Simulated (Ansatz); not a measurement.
Reference: V (Im-3m), PBEsol, DFPT electron-phonon coupling, linearised Boltzmann equation (plane waves, PAW, scalar-relativistic; Ansatz, a quantum-chemistry and plane-wave program); geometry: relaxed with this functional, without spin-orbit coupling.

V is taken in the cubic space group Im-3m (No. 229), the bcc (W type) structure, Pearson symbol cI2. Conventional cell: a = 2.9589 Å, b = 2.9589 Å, c = 2.9589 Å, α = 90.00°, β = 90.00°, γ = 90.00°. V on 2a is coordinated by 8 V at 2.562 Å and 6 V at 2.959 Å. (Neighbours: up to the widest gap in distance over summed covalent radii, below 1.35, at either atom.)
(The calculation used a cell of 1 atom; values per cell refer to that cell.)

| Property | Result |
|---|---|
| resistivity at 300 K | 24 μΩ·cm |
| electron-phonon coupling λ | 1.54 |
| logarithmic mean phonon energy | 16.7 meV |

Swap V for Nb, keeping the structure type. How do these values move?

Nb (Im-3m): volume per atom 13.0 to 17.5 Å³; resistivity at 300 K falls (24 μΩ·cm to 16.7 μΩ·cm); electron-phonon coupling λ stays about the same (1.54 to 1.42); logarithmic mean phonon energy falls (16.7 meV to 11.6 meV).

Replace V by Ta on the same sites and relax. What happens?

Ta (Im-3m): volume per atom 13.0 to 17.7 Å³; resistivity at 300 K falls (24 μΩ·cm to 12.6 μΩ·cm); electron-phonon coupling λ falls (1.54 to 0.94); logarithmic mean phonon energy falls (16.7 meV to 12.6 meV).

Swap V for W, keeping the structure type. How do these values move?

W (Im-3m): volume per atom 13.0 to 15.7 Å³; resistivity at 300 K falls (24 μΩ·cm to 5.1 μΩ·cm); electron-phonon coupling λ falls (1.54 to 0.30); logarithmic mean phonon energy rises (16.7 meV to 19.2 meV).

Moves up to 14 % count as about the same. Metals; harmonic phonons alone scatter; means over directions. Halving the electron mesh moves these values by up to 9 %; q meshes are mostly untested. Some of the runs warned that the eigensolver left states short of its tolerance. Spin-orbit coupling is left out.

Treated as nonmagnetic (a ferromagnetic start lost its moment, other orders weren't tried): V (Im-3m). The missing spin-orbit coupling matters most for Ta (Im-3m), W (Im-3m).
